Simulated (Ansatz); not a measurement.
**Convergence study of zone-centre phonons against the mesh for Ge (I4_1/amd, 2 atoms in the cell)**

```xyz
2
Lattice="-2.5668 2.5668 1.3932 2.5668 -2.5668 1.3932 2.5668 2.5668 -1.3932" Properties=species:S:1:pos:R:3 pbc="T T T"
Ge     2.5668     0.0000     0.6966
Ge     0.0000     0.0000     1.3932
```

Computed with LDA (PW92), default PAW files made with PBE (plane waves; Ansatz, a program for electronic structure).

Base settings: basis.ecutwfc = 420 eV; kpoints.mp_grid.grid = 13 13 13; hamiltonian.xc = lda; hamiltonian.pseudopotentials = {kind: paw} (the program's default PAW files); scf.occupations.method = fermi_dirac; scf.occupations.width = 0.1 eV.

In this ladder: phonons.method = dfpt.

Frequencies are those of the unrelaxed cell, without the LO-TO term of polar crystals.

Only quantities that move along the ladder and can be compared are tabulated.

Core times come from one kind of shared machine, to one figure; runs under 30 s give none.

The starting cell comes from a database of computed structures (which also holds hypothetical and non-ambient phases and stackings), without a prior relaxation at this level. Its lattice was rescaled by up to half a per cent.

| kpoints.mp_grid.grid | highest zone-centre frequency (cm⁻¹) | core time / last (rough) |
|---|---|---|
| 4 4 4 | 166.4 | – |
| 5 5 5 | 142.1 | – |
| 6 6 6 | 151.8 | – |
| 7 7 7 | 144.5 | – |
| 8 8 8 | 156.7 | – |
| 10 10 10 | 166.0 | – |
| 16 16 16 | 166.3 | 0.09 |
| 20 20 20 | 166.4 | 0.2 |
| 24 24 24 | 165.1 | 0.4 |
| 30 30 30 | 164.7 | 1 |

Coarsest kpoints.mp_grid.grid that holds the highest zone-centre frequency within 1 cm⁻¹ of the last step, with all finer ones: 24 24 24, at about 0.4 of the last step's time; the step before is off by 1.7 cm⁻¹.

Keys are those of Ansatz 0.2.
